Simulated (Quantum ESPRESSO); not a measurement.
Input and output of a self-consistent single point for YGa2N3 (Cmc2_1, 12 atoms in the cell) (Quantum ESPRESSO).

Computed with revPBE, PseudoDojo standard norm-conserving (PBE) pseudopotentials (plane waves; Quantum ESPRESSO).

```yaml
crystal:
  lattice:
    - [5.18006, -2.96721, 0.00000]
    - [5.18006, 2.96721, 0.00000]
    - [0.00000, 0.00000, 5.29935]
  atoms:
    - { symbol: Y, position: [0.31172, 0.68828, 0.97206] }
    - { symbol: Y, position: [0.68828, 0.31172, 0.47206] }
    - { symbol: Ga, position: [0.00757, 0.33987, 0.98992] }
    - { symbol: Ga, position: [0.99243, 0.66013, 0.48992] }
    - { symbol: Ga, position: [0.66013, 0.99243, 0.98992] }
    - { symbol: Ga, position: [0.33987, 0.00757, 0.48992] }
    - { symbol: N, position: [0.04608, 0.33020, 0.35883] }
    - { symbol: N, position: [0.95392, 0.66980, 0.85883] }
    - { symbol: N, position: [0.66980, 0.95392, 0.35883] }
    - { symbol: N, position: [0.33020, 0.04608, 0.85883] }
    - { symbol: N, position: [0.30448, 0.69552, 0.41844] }
    - { symbol: N, position: [0.69552, 0.30448, 0.91844] }
```

Reference input (self-consistent single point, DFT, LDA (PW92), plane waves, PseudoDojo standard norm-conserving (LDA) pseudopotentials): ecutwfc = 85 Ry; occupations = smearing; smearing = gaussian; degauss = 0.00147 Ry; potentials = {Y: Y.upf, Ga: Ga.upf, N: N.upf}; K_POINTS = automatic 3 3 3 0 0 0; conv_thr = 1e-09 Ry. This run's input differs from it in these lines:

```diff
@@ -16,2 +16,3 @@
     degauss = 0.00147
+    input_dft = 'revpbe'
 /
```

Its files differ too (potentials: PseudoDojo standard norm-conserving (PBE)).

The program printed (abridged):

```
     Self-consistent Calculation

     iteration #  1     ecut=    85.00 Ry     beta= 0.70

     total energy              =    -898.66979916 Ry
     estimated scf accuracy    <       4.08961533 Ry

     iteration #  2     ecut=    85.00 Ry     beta= 0.70

     total energy              =    -899.34793911 Ry
     estimated scf accuracy    <       6.50546120 Ry

     iteration #  3     ecut=    85.00 Ry     beta= 0.70

     total energy              =    -900.56414870 Ry
     estimated scf accuracy    <       0.14785245 Ry

   [... 9 blocks of this kind left out ...]

     iteration # 13     ecut=    85.00 Ry     beta= 0.70

     total energy              =    -900.62952876 Ry
     estimated scf accuracy    <          1.5E-09 Ry

     iteration # 14     ecut=    85.00 Ry     beta= 0.70
     End of self-consistent calculation

     the Fermi energy is    10.5678 ev

!    total energy              =    -900.62952876 Ry
     estimated scf accuracy    <          4.7E-12 Ry
     smearing contrib. (-TS)   =      -0.00000000 Ry
     internal energy E=F+TS    =    -900.62952876 Ry

     convergence has been achieved in  14 iterations

     Forces acting on atoms (cartesian axes, Ry/au):

     atom    1 type  1   force =    -0.00000000    0.00010531   -0.00005593
     atom    2 type  1   force =     0.00000000   -0.00010531   -0.00005593
     atom    3 type  2   force =    -0.00113393    0.00056545   -0.00053942
     atom    4 type  2   force =     0.00113393   -0.00056545   -0.00053942
     atom    5 type  2   force =     0.00113393    0.00056545   -0.00053942
   [... lines left out ...]

     Total force =     0.013440     Total SCF correction =     0.000006

          total   stress  (Ry/bohr**3)                   (kbar)     P=       21.27
   0.00013700  -0.00000000   0.00000000           20.15       -0.00        0.00
  -0.00000000   0.00014516   0.00000000           -0.00       21.35        0.00
   0.00000000   0.00000000   0.00015163            0.00        0.00       22.30

   JOB DONE.
```

The run converged in 14 iterations. Against the reference run the pressure goes from -9.53 to 2.13 GPa, the largest force goes from 0.052 to 0.141 eV/Å and the gap on the mesh goes from 2.314 to 2.446 eV.

The starting cell comes from a database of computed structures (which also holds hypothetical and non-ambient phases and stackings), without a prior relaxation at this level.

Cost on one core of a shared machine: roughly 2 min.
